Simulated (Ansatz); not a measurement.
## Response to strain in ScAl3

Take ScAl3 in the Cu3Au type structure (space group Pm-3m, No. 221; a = 4.072 Å; relaxed with 0.1 eV smearing) as the base.

Strains are applied to the cell and any free atomic positions relax.

Calculations: PBEsol (Ansatz, a program for electronic structure), no spin-orbit coupling.

Notes on the quantities. energy relative to the base: free energy F.

```json
[
 {"change": "base", "energy relative to the base": "0 meV/atom", "volume per atom": "16.89 Å³", "pressure": "0.0 GPa"},
 {"change": "isotropic strain +0.60 %", "energy relative to the base": "+1.5 meV/atom", "volume per atom": "17.19 Å³", "pressure": "-1.6 GPa"},
 {"change": "isotropic strain +1.20 %", "energy relative to the base": "+6.0 meV/atom", "volume per atom": "17.50 Å³", "pressure": "-3.0 GPa"},
 {"change": "isotropic strain +1.80 %", "energy relative to the base": "+13 meV/atom", "volume per atom": "17.81 Å³", "pressure": "-4.4 GPa"},
 {"change": "isotropic strain +2.40 %", "energy relative to the base": "+23 meV/atom", "volume per atom": "18.13 Å³", "pressure": "-5.6 GPa"},
 {"change": "isotropic strain +3.00 %", "energy relative to the base": "+36 meV/atom", "volume per atom": "18.45 Å³", "pressure": "-6.7 GPa"}
]
```

No phonon test of stability was made. All final runs are without spin polarisation.
